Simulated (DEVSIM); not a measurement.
Structure: Pt/TiO2/p-In0.53Ga0.47As capacitor, at 300 K.

Layer 1 from the left is TiO2, thickness (nm) 9.20. Layer 2 from the left is In0.53Ga0.47As, thickness (nm) 6200, Na (cm⁻³) 8.4e15.

Metal gate on the left, work function 5.6 eV. Fixed charge at the semiconductor interface -2.9e11 cm⁻² (in units of +e); no interface traps.

Constants are typed, rounded textbook-type inputs, not results; the design itself was drawn at random and stands for no fabricated device. Values at 300 K.

TiO2: gap (eV) 3.2, affinity (eV) 3.9, permittivity 60. In0.53Ga0.47As: gap (eV) 0.74, affinity (eV) 4.51, permittivity 13.9, Nc (cm⁻³) 2.1e17, Nv (cm⁻³) 7.7e18.

Simulated with DEVSIM: 1D Poisson equation in equilibrium, Boltzmann statistics, complete ionisation; no quantum confinement or tunnelling. Metal contacts follow the ideal Schottky-Mott rule: no Fermi-level pinning, no interface dipoles.

Problem. What does the simulation give for the minimum of the low-frequency capacitance, the threshold voltage (band bending 2φF)?

Solution. minimum of the low-frequency capacitance 0.0490 μF/cm²; threshold voltage (band bending 2φF) 1.02 V.
